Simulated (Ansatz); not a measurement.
A self-consistent single point of CdPbS2 (P1, 4 atoms in the cell) with Ansatz (a program for electronic structure).

Level of theory: PBEsol, default PAW files made with PBE (plane waves; Ansatz).

```yaml
crystal:
  lattice:
    - [2.03929, 1.17738, 6.62259]
    - [-2.03929, 1.17738, 6.62259]
    - [0.00000, -2.35476, 6.62259]
  atoms:
    - { symbol: Cd, position: [0.99935, 0.99941, 0.99564] }
    - { symbol: Pb, position: [0.50765, 0.50501, 0.48694] }
    - { symbol: S, position: [0.73758, 0.73524, 0.75641] }
    - { symbol: S, position: [0.25542, 0.26034, 0.26101] }
```

Reference input (self-consistent single point, DFT, PBE0, plane waves, default PAW files made with PBE): basis.ecutwfc = 420 eV; kpoints.mp_grid.grid = 4 4 4; hamiltonian.xc = pbe0; hamiltonian.pseudopotentials = {kind: paw} (the program's default PAW files); scf.occupations.method = fixed. This run's input differs from it in these lines:

Ansatz 0.2 input:
```diff
@@ -16,3 +16,3 @@
 hamiltonian:
-  xc: pbe0
+  xc: pbesol
   pseudopotentials: { kind: paw }
```

Output (repeated stretches shortened):

```
SCF iter   1: F=—  HF=-21710.843733 eV  |F-HF|=—  |Δ(HF+E_count)|=         —  Δρ=4.78e-3  dr2=3.15e-2  ethr=1.77e-3  ⟨swp⟩=5.0  Hψ=3568  notcnv=0  defer=90
all-band conjugate gradients solve this SCF's bands
preconditioner: auto → Resta (q_TF=auto, 2.416 Å⁻¹)
SCF iter   2: F=—  HF=-21710.835926 eV  |F-HF|=—  |Δ(HF+E_count)|=   7.81e-3  Δρ=1.65e-3  dr2=3.60e-3  ethr=6.85e-5  ⟨swp⟩=2.6  Hψ=1746  notcnv=0  defer=108
   [... lines left out ...]
SCF iter   4: F=—  HF=-21710.835085 eV  |F-HF|=—  |Δ(HF+E_count)|=   1.68e-5  Δρ=1.43e-4  dr2=1.99e-5  ethr=3.91e-7  ⟨swp⟩=3.0  Hψ=1800  notcnv=0  defer=71
SCF iter   5: F=—  HF=-21710.835088 eV  |F-HF|=—  |Δ(HF+E_count)|=   2.80e-6  Δρ=4.63e-5  dr2=2.03e-6  ethr=4.32e-8  ⟨swp⟩=2.0  Hψ=1764  notcnv=0  defer=43
SCF iter   6: F=—  HF=-21710.835089 eV  |F-HF|=—  |Δ(HF+E_count)|=   7.41e-7  Δρ=1.12e-5  dr2=1.39e-7  ethr=4.41e-9  ⟨swp⟩=2.0  Hψ=1744  notcnv=0  defer=45
SCF iter   7: F=-21710.835089 eV  HF=-21710.835089 eV  |F-HF|=3.59e-9  |Δ(HF+E_count)|=   1.30e-7  Δρ=2.72e-6  dr2=6.31e-9  ethr=2.17e-10  ⟨swp⟩=9.8  Hψ=5400  notcnv=0
SCF 1 converged in 7 iterations: F = -21710.835089 eV  dr2 = 6.31e-9
Free energy (F): -21710.835089 eV
Internal energy: -21710.835089 eV  (E = F + TS)
E sigma→0 (E₀):  -21710.835089 eV
Fermi energy:    8.553807 eV
--- Forces (eV/Å), atoms counted from 1 ---
  atom   1  Cd     0.00000618     0.01112343     0.08692590
  atom   2  Pb    -0.00751343    -0.06568542    -0.08116923
  atom   3  S     -0.01816779     0.08628021    -0.18447051
  atom   4  S      0.02567560    -0.03171405     0.17871333
--- Stress (GPa, compression-positive) ---
       -3.578552       0.062960       0.064588
        0.062960      -3.111934      -0.281396
        0.064588      -0.281396      -3.585991
  P = ⅓ Tr σ = -3.4255 GPa (-34.255 kbar)
  The stress holds the Pulay correction. Without it, at fixed plane waves, as pw.x and ABINIT print it: P = -3.4446 GPa
```

The run converged in 7 iterations. Against the reference run the pressure goes from -1.54 to -3.43 GPa, the largest force goes from 0.154 to 0.204 eV/Å and the gap on the mesh goes from 2.223 to 0.887 eV.

The starting cell comes from a database of computed structures (which also holds hypothetical and non-ambient phases and stackings), without a prior relaxation at this level. Its atoms were displaced at random from the sites of space group no. 166. Spin-orbit coupling is off. With a pressure of about -3 GPa the cell is away from its equilibrium volume at this level. Ansatz's pressure includes its estimate of the finite-basis (Pulay) stress.
